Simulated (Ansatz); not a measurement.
The (10-12) surface of hcp Sc in its 1x1 cell, outermost plane spacing 1.28 Å in the ideal cut

Calculation: PBE (plane waves to 420 eV, PAW; Ansatz, an electronic-structure program).

Slab: 12 atoms, 10.9 Å thick at the start; k 11x5x1, smearing 0.1 eV, dipole-corrected; all atoms relaxed; held to the start's symmetry, so lower structures may exist; no spin, no spin-orbit, no U.

```yaml
surface energy (mean of both faces): 84 meV/Å^2
surface_energy_before_relaxation: 1.39 J/m²
work_function_of_the_top_face: 3.27 eV
energy_released_by_relaxation: 0.14 eV
cost: around 4 core-minutes (rough)
```
